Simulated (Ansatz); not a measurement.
A constructed model of the (0001) surface of wurtzite GaN, from a spin-polarised start, Ga-terminated, 2x2 N adatom at T1 (bottom of the slab: 3 H on 4 bottom sites)

Computed with PBE (plane waves to 420 eV, PAW; Ansatz, a program for electronic structure).

Slab: 44 atoms, 14.2 Å thick at the start with caps and adatoms; k 4x4x1, smearing 0.025 eV, dipole-corrected; 8 atoms held, the rest relaxed; symmetry of the start imposed; spin-polarised from one start with parallel moments (other orders not tried), ending with about 0.9 μB a cell, a value that depends on the mesh; orders that need a larger cell were not tried, no spin-orbit, no U. The slab shows no gap on its mesh. In PBE it lies 0.76 eV a 1x1 cell over the lowest computed structure of the same composition (2x2 N adatom at H3).

```yaml
work_function_of_the_top_face: 5.70 eV
energy_released_by_relaxation: 0.64 eV
cost: very roughly 21 core-minutes
```
